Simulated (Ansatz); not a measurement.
Consider Hf in the hcp (Mg type) structure (space group P6_3/mmc, No. 194; relaxed with 0.1 eV smearing).

```
Hf
1.0
    3.15810     0.00000     0.00000
   -1.57905     2.73500     0.00000
    0.00000     0.00000     5.00450
Hf
2
Direct
  0.66667   0.33333   0.75000
  0.33333   0.66667   0.25000
```

Cartesian axes are those of the cell as printed.

Calculations: Ansatz (an electronic-structure program) PBEsol, spin-orbit coupling left out.

Base values:

The shortest interatomic distance is 3.096 Å.

Perturbation: tensile biaxial strain of 3.00 % in the plane normal to [001], as in epitaxy on a mismatched substrate; the out-of-plane cell vector and the atoms relax.

Q: What happens to the in-plane stress?

A: The mean in-plane stress (compression positive) amounts to -5.7 GPa.

Q: What happens to the out-of-plane strain?

A: The out-of-plane strain amounts to -2.03 %.

Q: How does this affect the shortest interatomic distance?

A: The shortest interatomic distance decreases by 0.008 Å, from 3.096 Å to 3.088 Å.

Whether these cells are dynamically stable was not tested. The final runs are not spin-polarised.
